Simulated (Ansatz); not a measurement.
The reference is GaAs in the wurtzite structure (space group P6_3mc, No. 186; a = 3.988 Å, c = 6.576 Å; a cell from a computed database, its experimental status unchecked).

Now apply this change: the cell is scaled by 1.0098 in all directions; the atoms relax in the strained cell.

Levels (all Ansatz, a program for electronic structure, PAW): PBEsol (420 eV, no SOC); PBEsol+SOC (420 eV, with spin-orbit coupling).

The geometry is relaxed with PBEsol.

```
Quantity                                     Value
----------------------------  --------------------
PBEsol gap character                   direct at Γ
PBEsol band gap                            0.22 eV
PBEsol valence-band top at Γ  0.00, 0.00, -0.18 eV
```

With PBEsol+SOC at the same geometry, the gap character is still direct at Γ; the band gap drops by 0.11 eV, from 0.22 eV to 0.11 eV; the valence-band top at Γ (three highest Kramers pairs, from the VBM) goes from 0.00, 0.00, -0.18 eV to 0.00, -0.10, -0.42 eV.

Single points use the geometry relaxed with PBEsol. Differences between runs with and without spin-orbit coupling are approximate. Whether these cells are dynamically stable was not tested. This is not the structure that GaAs has at room temperature and ambient pressure. A zero or small gap of GaAs under isotropic strain +0.98 % can be the functional's error rather than a property of the material.
